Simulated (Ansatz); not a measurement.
Pressure series in hypothetical I4_132 B

Base system: B (space group I4_132, No. 214; a = 4.653 Å; a hypothetical phase, not in the database extracts checked).

Cell and atoms are relaxed at each pressure.

Calculations: PBE, PAW, 420 eV (Ansatz, an electronic-structure program; without spin-orbit coupling).

```tsv
pressure (GPa)	volume per atom (Å³/atom)
-2	12.836
-1	12.709
0	12.592
0.3	?
0.7	12.511
1.5	12.422
5	12.059
7.5	11.826
10	11.610
```

### Question
Fit the third-order Birch–Murnaghan form P(V) = (3B₀/2)[(V₀/V)^(7/3) − (V₀/V)^(5/3)]·[1 + (3/4)(B₀′ − 4)((V₀/V)^(2/3) − 1)] (squares taken in P) to the rows shown and predict the withheld row.

### Answer
Least squares on the printed values gives V₀ = 12.592 Å³/atom, B₀ = 108 GPa, B₀′ = 3.3; this predicts 12.557 Å³/atom, and the run gives 12.557 Å³/atom, in agreement.

Load acts through the strain it causes; cell and atoms are relaxed under it. Whether these cells are dynamically stable was not tested. Competing high-pressure phases were not computed.
